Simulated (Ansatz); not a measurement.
Here is the system:

```
WS2
1.0
    3.11474     0.00000     0.01028
   -1.55737     2.69745    -0.00514
    0.03885     0.00000    11.77237
W S
2 4
Direct
  0.66679   0.33358   0.25000
  0.33321   0.66642   0.75000
  0.66348   0.33310   0.88355
  0.33038   0.66690   0.38355
  0.33652   0.66690   0.11645
  0.66962   0.33310   0.61645
```

No spin polarisation.

Level of theory: PBEsol-D3(BJ) (Ansatz, a program for electronic structure, PAW, no spin-orbit coupling). Γ-centred 12×12×3 mesh, Fermi–Dirac width 0.05 eV.

Problem. Predict the smallest direct gap.

Solution. 1.92 eV.

Problem. What space group does the calculation give?

Solution. C2/c (No. 15).

Problem. Estimate the electron mass.

Solution. 0.38 mₑ along z, 0.48 mₑ across (off the special points).

With W present, leaving out spin-orbit coupling can change the band edges. The cells carry an imposed strain or load. Masses are band curvatures over ±0.01 Å⁻¹ around the edge. No phonon test of stability was made. The cell was made from WS$_{2}$ (space group P6_3/mmc, No. 194; layered, stacked along the Cartesian z axis) by this change: tensor shear ε_xz = +0.33 %.
